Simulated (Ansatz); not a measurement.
## Fe3Ge: isotropic strain −1.25 %

The reference is Fe3Ge (space group P6_3/mmc, No. 194; a = 5.056 Å, c = 4.141 Å; ferromagnetic).

Modification: the cell is scaled by 0.9875 in all directions, atoms relaxed at fixed cell.

Method: PBEsol in Ansatz (plane waves to 420 eV, PAW, no SOC). k-mesh 11×11×11 (Γ-centred); smearing 0.05 eV (Fermi–Dirac).

The volume per atom decreases by 0.424 Å³ (11.46 Å³ → 11.03 Å³) and the space group stays P6_3/mmc (No. 194). The shortest interatomic distance falls by 0.022 Å (2.466 Å → 2.444 Å) and the energy rises by 10 meV/atom. The pressure (mean of the normal stresses, compression positive) goes from zero to 7.9 GPa and the band gap is still zero. The magnetic state stays ferromagnetic and the largest site moment drops by 0.09 μB (2.08 μB → 1.99 μB).

Other magnetic orders, which the real material may have, were not ruled out. No phonon test of stability was made.

Ansatz is a quantum-chemistry and plane-wave program.
